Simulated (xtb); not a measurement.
xtb 6.7.1, GFN2-xTB: Co(amdiPr)2 (CC1[N](C(C)C)[Co]2([N](C(C)=[N]->2C(C)C)C(C)C)<-[N]=1C(C)C), charge 0, multiplicity 4, 55 atoms. The geometry is a generated start, not checked to be a minimum at this level.

```yaml
run_flags: --grad
method: GFN2-xTB
"--acc": 1 (default)
"--etemp (K)": 300 (default)
basis_functions: 124
valence_electrons: 127
```

Charge 0 and multiplicity 4 are set for this test and not shown to be the ground state. GFN-xTB has no spin term: --uhf 3 sets the occupations alone.

One run each on 1 thread. Values of broydamp tried: 0.02, 0.05, 0.1, 0.2, 0.4 (default), 0.6, 0.8, 1.

Which value of broydamp needs the fewest SCC iterations, and what happens away from it?

Fewest SCC iterations, within one of each other: 0.2 with 13, 0.4 (default) with 13, 0.6 with 14. The count rises to 20 at 0.02. All converge to one solution.

| broydamp | SCC iterations | end |
|---|---|---|
| 0.02 | 20 | same solution |
| 0.05 | 17 | same solution |
| 0.1 | 16 | same solution |
| 0.2 | 13 | same solution |
| 0.4 (default) | 13 | same solution |
| 0.6 | 14 | same solution |
| 0.8 | 15 | same solution |
| 1 | 16 | same solution |
